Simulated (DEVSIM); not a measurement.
System: Al0.4Ga0.6As/GaAs n-p heterojunction, at 300 K.

```tsv
layer (left to right)	material	thickness (μm)	Nd (cm⁻³)	Na (cm⁻³)	τn (s)	τp (s)
1	Al0.4Ga0.6As	0.560	2.5e17	-	1.5e-9	1.5e-9
2	GaAs	1.30	-	6.7e16	1.5e-9	1.5e-9
```

Left contact: ohmic. Right contact: ohmic. Voltage is applied to the left contact. Recombination: SRH at mid-gap, radiative, Auger. Mobility is μmin + (μ − μmin)/(1 + (N/Nref)^α).

The device is made up for the run: typed textbook-type constants, with dimensions and the other settings drawn at random. Values at 300 K.

| parameter | Al0.4Ga0.6As | GaAs |
|---|---|---|
| gap (eV) | 1.9228 | 1.424 |
| affinity (eV) | 3.754 | 4.07 |
| permittivity | 11.76 | 12.9 |
| Nc (cm⁻³) | 7.93e17 | 4.7e17 |
| Nv (cm⁻³) | 9e18 | 9e18 |
| μn (cm²/Vs) | 3220 | 8500 |
| μp (cm²/Vs) | 158 | 400 |
| μn,min | 500 | 500 |
| μp,min | 20 | 20 |
| Nref,n | 6e16 | 6e16 |
| Nref,p | 1.5e17 | 1.5e17 |
| αn | 0.39 | 0.39 |
| αp | 0.38 | 0.38 |
| B (cm³/s) | 2e-10 | 2e-10 |
| Cn (cm⁶/s) | 1e-30 | 1e-30 |
| Cp (cm⁶/s) | 1e-30 | 1e-30 |

Model (solved in DEVSIM): 1D drift-diffusion, Boltzmann statistics, complete ionisation; no tunnelling, impact ionisation, image-force lowering or self-heating. Band offsets follow the typed affinities; no thermionic-emission limit at abrupt steps, no polarisation charge.

Base results: largest field in the device at zero bias (V/cm) 160000; dark forward voltage at 1 A/cm² (V) 1.006; dark forward voltage at 100 A/cm² (V) 1.135; potential step across the device at zero bias (V) 1.583.

### Question
What follows from this one change: doping Nd of layer 1 2.5e+17 → 2.5e+16 cm^-3?

### Answer
largest field in the device at zero bias 160000 → 92000 V/cm; dark forward voltage at 1 A/cm² 1.006 → 1.066 V; dark forward voltage at 100 A/cm² 1.135 → 1.240 V; potential step across the device at zero bias 1.583 → 1.524 V.

### Question
What follows from this one change: constant mobility in place of the doping-dependent one?

### Answer
largest field in the device at zero bias little changed (160000 V/cm); dark forward voltage at 1 A/cm² 1.006 → 0.990 V; dark forward voltage at 100 A/cm² 1.135 → 1.115 V; potential step across the device at zero bias little changed (1.583 V).
